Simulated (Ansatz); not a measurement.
# NaF in the rock salt structure (space group Fm-3m, No. 225)

```cif
data_F4Na4
_chemical_formula_sum 'Na4 F4'
_space_group_name_H-M_alt 'Fm-3m'
_space_group_IT_number 225
_space_group_name_Hall '-F 4 2 3'
_cell_length_a 4.62907
_cell_length_b 4.62907
_cell_length_c 4.62907
_cell_angle_alpha 90.000
_cell_angle_beta 90.000
_cell_angle_gamma 90.000
loop_
_atom_site_label
_atom_site_type_symbol
_atom_site_symmetry_multiplicity
_atom_site_Wyckoff_symbol
_atom_site_fract_x
_atom_site_fract_y
_atom_site_fract_z
_atom_site_occupancy
Na1 Na 4 a 0.00000 0.00000 0.00000 1
F1 F 4 b 0.50000 0.50000 0.50000 1
```
(The calculation used a cell of 2 atoms; values per cell refer to that cell.)

Level of theory: plane-wave PAW DFT at the PBEsol level (Ansatz, a first-principles code, 420 eV), no spin-orbit coupling. Settings: 12×12×12 k-points, 0.05 eV Fermi–Dirac smearing.

The volume per atom comes out as 12.40 Å³. The density comes out as 2.81 g/cm³ and the band gap is 6.20 eV, direct at Γ. The electron mass is 0.56 mₑ and the lowest conduction-band minima above the VBM is Γ 6.20 eV. The total energy comes out as -1139.461 eV/atom (σ→0; compares only within this code and set-up).

Masses are band curvatures over ±0.01 Å⁻¹ around the edge. Stability against distortions was not tested.
